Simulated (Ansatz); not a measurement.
A computed series for SrO: pressure series

Start from SrO in the rock salt structure (space group Fm-3m, No. 225; a = 5.195 Å).

Cell and atoms are relaxed at each pressure.

Computed with PBE (Ansatz, a quantum-chemistry and plane-wave program), no spin-orbit coupling.

```
pressure (GPa)  volume per atom (Å³/atom)
--------------  -------------------------
-2                                 17.969
-1                                 17.740
0                                  17.525
0.3                                17.467
0.7                                17.384
1.5                                17.229
3                                       ?
5                                  16.628
7.5                                16.260
```

**Question.** Fit the third-order Birch–Murnaghan form P(V) = (3B₀/2)[(V₀/V)^(7/3) − (V₀/V)^(5/3)]·[1 + (3/4)(B₀′ − 4)((V₀/V)^(2/3) − 1)] (squares taken in P) to the rows shown and predict the withheld row.

**Answer.** Least squares on the printed values gives V₀ = 17.526 Å³/atom, B₀ = 84.6 GPa, B₀′ = 4.4; this predicts 16.958 Å³/atom, and the run gives 16.958 Å³/atom, in agreement.

Measured bulk modulus of SrO: 91 GPa (room temperature; as listed in Juan A. Santana et al., The Journal of Chemical Physics (2016)); the computed value is for a static lattice, so the two differ by thermal effects too.

Load acts through the strain it causes; cell and atoms are relaxed under it. Stability against distortions was not tested. No other phases were tried under pressure.
